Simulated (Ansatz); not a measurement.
The structure below was relaxed with r2SCAN (Ansatz, a quantum-chemistry and plane-wave program; PAW; 500 eV plane waves; no SOC), at pressure 7 GPa.

```xyz
2
Lattice="3.3364 0.0000 0.0000 -1.6682 2.8894 0.0000 0.0000 0.0000 5.3778" Properties=species:S:1:pos:R:3 pbc="T T T"
Tl     0.0000     1.9263     4.0333
Tl     1.6682     0.9631     1.3444
```

Q: Find the space group and the Wyckoff positions.

A: Space group P6₃/mmc (No. 194); a = 3.336 Å, b = 3.336 Å, c = 5.378 Å, α = 90.00°, β = 90.00°, γ = 120.00°

| atom | site | symmetry | x | y | z |
|---|---|---|---|---|---|
| Tl | 2d | -6m2 | 0.6667 | 0.3333 | 0.2500 |

Q: Describe the coordination.

A: The crystal has 2 atoms in its conventional cell. Lattice parameters: a = b = 3.336 Å, c = 5.378 Å, α = β = 90.00°, γ = 120.00°. Tl has 12 Tl at 3.308–3.336 Å (anticuboctahedral). (Neighbours: up to the widest gap in distance over summed covalent radii, below 1.35, at either atom.)

Load acts through the strain it causes; cell and atoms are relaxed under it. No phonon test of stability was made. Competing high-pressure phases were not computed. The cell was made from Tl in the hcp (Mg type) structure (space group P6_3/mmc, No. 194) by this change: pressure 7 GPa.
